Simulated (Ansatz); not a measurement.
## Carrier properties of GaP under load (space group I-4m2)

```
GaP
1.0
    0.00000     2.77730     2.66664
    2.77730     0.00000     2.66664
    2.77730     2.77730     0.00000
Ga P
1 1
Direct
  0.00000   0.00000   0.00000
  0.25000   0.25000   0.25000
```

All values below come from r2SCAN with spin-orbit coupling, rigid bands (plane waves, PAW; Ansatz, a first-principles code). Condition of this run: biaxial stress in (001) of -2.8 GPa (compression positive) (the target of the relaxation). Geometry: cell and atoms relaxed with PBEsol, then loaded as said.

```json
{
 "band_gap": "1.47 eV",
 "electron conductivity mass (300 K, dilute)": "0.24 (x), 0.24 (y), 0.93 (z) mₑ",
 "hole conductivity mass (300 K, dilute)": "0.43 (x), 0.43 (y), 0.24 (z) mₑ",
 "effective density of states N_c (300 K)": "1.1e19 cm⁻³",
 "effective density of states N_v (300 K)": "4.9e18 cm⁻³",
 "density_of_states_mass_electrons": "0.58 mₑ",
 "density_of_states_mass_holes": "0.34 mₑ",
 "Seebeck coefficient, n-type 1e19 cm⁻³, 300 K": "-229 μV/K",
 "Seebeck coefficient, p-type 1e19 cm⁻³, 300 K": "205 μV/K"
}
```

Rigid bands; masses and Seebeck coefficients take one relaxation time τ for all states and one kind of carrier; polarons and phonon drag are left out. Geometry: cell and atoms relaxed with PBEsol.
